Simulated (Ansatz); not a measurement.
Reference: AuSn (P6_3/mmc), PBEsol, DFPT electron-phonon coupling, linearised Boltzmann equation (plane waves, PAW, scalar-relativistic; Ansatz, a program for electronic structure); geometry: relaxed with this functional, without spin-orbit coupling.

Space group P6₃/mmc (No. 194); a = b = 4.336 Å, c = 5.533 Å, α = β = 90.00°, γ = 120.00°

| atom | site | symmetry | x | y | z |
|---|---|---|---|---|---|
| Sn | 2c | -6m2 | 0.3333 | 0.6667 | 0.2500 |
| Au | 2a | -3m. | 0.0000 | 0.0000 | 0.0000 |

| Quantity | Result |
|---|---|
| resistivity at 300 K | 11.4 μΩ·cm |
| mean free path at 300 K | 10.4 nm |
| electron-phonon coupling λ | 0.49 |
| logarithmic mean phonon energy | 6.7 meV |

**Question.** Replace Au by Cu on the same sites and relax. What happens?

**Answer.** CuSn (P6_3/mmc): volume per atom 22.5 to 18.3 Å³; resistivity at 300 K falls (11.4 μΩ·cm to 5.7 μΩ·cm); mean free path at 300 K rises (10.4 nm to 17.1 nm); electron-phonon coupling λ falls (0.49 to 0.32); logarithmic mean phonon energy rises (6.7 meV to 11.2 meV).

**Question.** Replace Au by Pt on the same sites and relax. What happens?

**Answer.** PtSn (P6_3/mmc): volume per atom 22.5 to 20.0 Å³; resistivity at 300 K falls (11.4 μΩ·cm to 8.9 μΩ·cm); mean free path at 300 K rises (10.4 nm to 14.1 nm); electron-phonon coupling λ falls (0.49 to 0.35); logarithmic mean phonon energy rises (6.7 meV to 9.8 meV).

Moves up to 12 % count as about the same. Metals; harmonic phonons alone scatter; means over directions. The mean free path is weighted by the current that each state carries. Halving the electron mesh moves these values by up to 8 %; q meshes are mostly untested. Some of the runs warned that the eigensolver left states short of its tolerance. Spin-orbit coupling is left out.

Formula and space group known from diffraction (Crystallography Open Database), not checked to be the room-temperature form: AuSn (P6_3/mmc), CuSn (P6_3/mmc), PtSn (P6_3/mmc). The missing spin-orbit coupling matters most for AuSn (P6_3/mmc), PtSn (P6_3/mmc).
